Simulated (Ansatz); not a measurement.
CsCl-type BaTe (model structure), treated with r²SCAN+rVV10 in Ansatz (PAW).

Run with plane-wave cutoff 500 eV, 10×10×10 k mesh, Fermi–Dirac smearing 0.05 eV, scalar-relativistic PAW data made under PBE.

Cell (relaxed at this level):

```cif
data_BaTe
_chemical_formula_sum 'Ba1 Te1'
_space_group_name_H-M_alt 'Pm-3m'
_space_group_IT_number 221
_space_group_name_Hall '-P 4 2 3'
_cell_length_a 4.21061
_cell_length_b 4.21061
_cell_length_c 4.21061
_cell_angle_alpha 90.000
_cell_angle_beta 90.000
_cell_angle_gamma 90.000
loop_
_atom_site_label
_atom_site_type_symbol
_atom_site_symmetry_multiplicity
_atom_site_Wyckoff_symbol
_atom_site_fract_x
_atom_site_fract_y
_atom_site_fract_z
_atom_site_occupancy
Ba1 Ba 1 a 0.00000 0.00000 0.00000 1
Te1 Te 1 b 0.50000 0.50000 0.50000 1
```

Task: Give the computed band gap.

Result: 
- band gap = 1.11 eV (on the SCF k mesh)

Note: the relaxation could raise the start's symmetry but not lower it, so the cell can be a saddle point.

Spin–orbit coupling is not included; with these elements it can move the gap by several tenths of an eV or more.

Computed values are for the static lattice.

A model structure was made by putting elements into a prototype or built by hand; it is no filed structure, need not be a known phase, and can be a saddle point held by its symmetry.

Ansatz is an electronic-structure program.
